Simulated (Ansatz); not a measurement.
Functionals compared on NH2 on the 1x1 (110) surface of 3C silicon carbide (cut with top plane C + Si), one in a 2x2 cell, started at the site 'bridge C-Si (span 3.9 Å)', in Ansatz (plane waves, PAW). The structure was relaxed with PBE; the other rows are single points on it, each with its references at the same level. Cutoff 420 eV (500 eV for r2SCAN).

Host crystal: 3C silicon carbide, with a band gap (PBE, scalar-relativistic without spin-orbit coupling).

Model: 51-atom slab, 7.7 Å thick at the start under the adsorbate (thin: gaps and levels are the slab's own), 3x3x1 mesh, Fermi-Dirac 0.01 eV, dipole correction, 24 atoms held, the rest relaxed; no symmetry held; spin-polarised, ending with about 1.0 μB a cell; orders that need a larger cell were not tried, no spin-orbit, no U, no dispersion correction. At the end it is bonded to Si. In PBE it is, or lies within 0.03 eV of, the lowest of the starts that converged. These notes are the PBE run's. r2SCAN: The program's check for a lower electronic state was not made. Adsorption energies are against NH3(g) − ½ H2(g). A negative adsorption energy means that the adsorbate is more stable on the surface than in its reference.

```csv
functional,adsorption energy (eV),magnetic moment of the cell (μB),rough cost of the single point
PBE,-0.56,1.00,–
RPBE,-0.42,1.00,around 4 core-minutes (rough)
r2SCAN,…,1.00,very roughly 8 core-minutes
```

### Question
Some entries are withheld; supply them.

### Answer

- r2SCAN, adsorption energy (eV): -0.89

Ansatz is a first-principles code.
